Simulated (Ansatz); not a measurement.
# What isotropic strain +5.20 % does to TiAl

Start from TiAl (space group P4/mmm, No. 123; a = 2.8239 Å, c = 4.0746 Å; relaxed with 0.1 eV smearing).

One thing is altered: the cell is scaled by 1.0520 in all directions; the atoms relax in the strained cell.

All numbers come from PBE (Ansatz, a quantum-chemistry and plane-wave program; PAW; 420 eV plane waves; without spin-orbit coupling), earlier PAW set. Γ-centred 20×20×14 mesh, Fermi–Dirac width 0.1 eV.

```csv
quantity,base,changed,shift
volume per atom,16.25 Å³,18.91 Å³,+2.668 Å³
shortest interatomic distance,2.824 Å,2.971 Å,+0.147 Å
energy relative to the base (free energy F),0 meV/atom,+120 meV/atom,+120 meV/atom
"pressure (mean of the normal stresses, compression positive)",0.0 GPa,-12.7 GPa,-12.7 GPa
band gap,zero,zero,–
```

Final structure:

```xyz
2
Lattice="2.9707 0.0000 0.0000 0.0000 2.9707 0.0000 0.0000 0.0000 4.2865" Properties=species:S:1:pos:R:3 pbc="T T T"
Al     1.4854     1.4854     2.1433
Ti     0.0000     0.0000     0.0000
```

Cost of the whole job for the changed cell (relaxation, final SCF and bands): about 24 core-seconds (a rough figure).

No phonon test of stability was made. All final runs are without spin polarisation.
